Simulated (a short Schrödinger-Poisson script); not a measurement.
Stack: symmetric double-gate stack, Si3N4 on p-type Si(100), at 400 K.

| layer | material | thickness (nm) | Na (cm⁻³) |
|---|---|---|---|
| 1 | Si3N4 | 4.1 | - |
| 2 | Si | 5 | 3e17 |
| 3 | Si3N4 | 4.1 | - |

Constants are typed, rounded textbook-type inputs, not results; the design itself was drawn at random and stands for no fabricated device. Si3N4: permittivity 7.5, conduction-band edge (eV) 1.95, gap (eV) 5.1, electron mass (mₑ) 0.5. Si: permittivity 11.7, conduction-band edge (eV) 0, gap (eV) 1.124, Nv at 300 K (cm⁻³) 3.1e19.

Channel valleys (confinement mass, in-plane density-of-states mass, number): Δ2 0.916, 0.19, 2; Δ4 0.19, 0.417, 4. At the gates, both at one voltage, the conduction-band edge of layer 1 lies 2.39 eV − eVg above the Fermi level of the channel. Gaps are held at their typed values at every temperature. Mesh 0.03 nm at interfaces.

Solved with a short Schrödinger-Poisson script written for these runs: 1D Poisson equation in equilibrium, electrons classical, Boltzmann, parabolic valleys, classical holes, full ionisation, no traps, pinning or gate leakage.

The same stack at other levels of the model or other numerical settings:

```tsv
run	sheet density of all electrons at Vg = 1.9 V (cm⁻²)	sheet density of all electrons at Vg = 0.7 V (cm⁻²)	capacitance of both gates at Vg = 1.9 V (μF/cm²)	gate voltage at 1e11 electrons/cm² (V)	rough cost against the base
base	2.77e13	5.47e12	3.08	0.27	about 1
electrons treated as classical, Fermi-Dirac	?	5.41e12	?	0.27	3
electrons treated as quantum, Hartree	2.39e13	4.39e12	?	0.31	20
mesh six times as coarse	2.73e13	5.41e12	3.03	0.27	about 1
```

Task: Some entries are withheld; supply them.

Result: 
- electrons treated as quantum, Hartree, capacitance of both gates at Vg = 1.9 V (μF/cm²): 2.73
- electrons treated as classical, Fermi-Dirac, sheet density of all electrons at Vg = 1.9 V (cm⁻²): 2.69e13
- electrons treated as classical, Fermi-Dirac, capacitance of both gates at Vg = 1.9 V (μF/cm²): 2.95

The classical rows ignore confinement, and Boltzmann statistics overrate the density once the band edge passes the Fermi level.
